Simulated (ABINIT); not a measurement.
Band structure of Ba (Im-3m, 1 atom in the cell).

```yaml
crystal:
  lattice:
    - [-2.55995, 2.55995, 2.55995]
    - [2.55995, -2.55995, 2.55995]
    - [2.55995, 2.55995, -2.55995]
  atoms:
    - { symbol: Ba, position: [0.00000, 0.00000, 0.00000] }
```

Level of theory: PBE, PAW (JTH v2.0 PBE PAW) (plane waves; ABINIT).

Settings: pseudos = [Ba.GGA_PBE-JTH.xml]; ecut = 20 Ha; pawecutdg = 40 Ha; ixc = 11; occopt = 3; tsmear = 0.00183747 Ha; ngkpt = 12 12 12; nshiftk = 1; shiftk = 0 0 0; potentials = JTH v2.0 PBE PAW; kptopt = 1; nstep = 80; toldfe1 = 1e-09 Ha.

The starting cell has typed, rounded lattice constants, without a prior relaxation at this level. Its lattice was rescaled by a random factor within 2.5 % of one.

These are the values that this program gave, and no reference: the one-centre exchange-correlation terms come from a truncated expansion.

Levels in eV from the Fermi level, bands 2 to 9:
```
point       2       3       4      5      6     7     8     9
-----  ------  ------  ------  -----  -----  ----  ----  ----
Γ      -13.98  -13.98  -13.98  -2.71   1.76  1.76  1.76  3.08
H      -14.24  -14.24  -14.24  -0.46  -0.46  4.03  4.03  4.03
N      -14.35  -14.10  -13.98  -0.85   0.70  1.06  3.03  3.58
P      -14.16  -14.16  -14.16   0.47   0.47  0.47  3.46  3.67
```

Bands cross the Fermi level along this path, so the cell is metallic at this level.
